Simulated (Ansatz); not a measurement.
**What isotropic strain −3.19 % does to CdTe**

The reference is CdTe in the zinc blende structure (space group F-43m, No. 216; a = 6.618 Å).

Perturbation: an isotropic linear strain of −3.19 %; the atoms relax in the strained cell.

Method: DFT with PBE, PAW potentials and a 420 eV plane-wave cutoff in Ansatz (a program for electronic structure), no SOC. k-mesh 9×9×9 (Γ-centred); smearing 0.05 eV (Fermi–Dirac).

| quantity | base | changed | shift |
|---|---|---|---|
| volume per atom | 36.23 Å³ | 32.87 Å³ | -3.36 Å³ |
| space group | F-43m (No. 216) | F-43m (No. 216) | – |
| shortest interatomic distance | 2.866 Å | 2.774 Å | -0.0914 Å |
| energy relative to the base (free energy F) | 0 meV/atom | +41 meV/atom | +41 meV/atom |
| pressure | 0.00 GPa | 4.32 GPa | +4.312 GPa |
| band gap | 0.59 eV | 0.88 eV | +0.29 eV |
| gap character | direct at Γ | direct at Γ | – |
| mean gap deformation potential ΔEg/Δln V | – | -3.0 eV | – |
| width of the top valence band | 1.94 eV | 2.34 eV | +0.40 eV |
| electron mass | 0.053 mₑ (at Γ) | 0.070 mₑ (at Γ) | – |
| hole mass (degenerate bands, along [100]) | 0.054, 0.57, 0.57 mₑ (at Γ) | 0.071, 0.49, 0.49 mₑ (at Γ) | – |
| valley order (the lowest conduction-band minima on the path, energy above the VBM, named in the base's zone) | Γ 0.59 eV; L along ⟨111⟩ 1.76 eV | Γ 0.88 eV; L along ⟨111⟩ 1.86 eV | – |

Final structure:

```xyz
2
Lattice="0.0000 3.2035 3.2035 3.2035 0.0000 3.2035 3.2035 3.2035 0.0000" Properties=species:S:1:pos:R:3 pbc="T T T"
Te     4.8052     4.8052     4.8052
Cd     0.0000     0.0000     0.0000
```

Cost of the whole job for the changed cell (relaxation, final SCF and bands): roughly 25 core-seconds.

With Te present, leaving out spin-orbit coupling can change the band edges. Masses are band curvatures over ±0.01 Å⁻¹ around the edge. Whether these cells are dynamically stable was not tested.
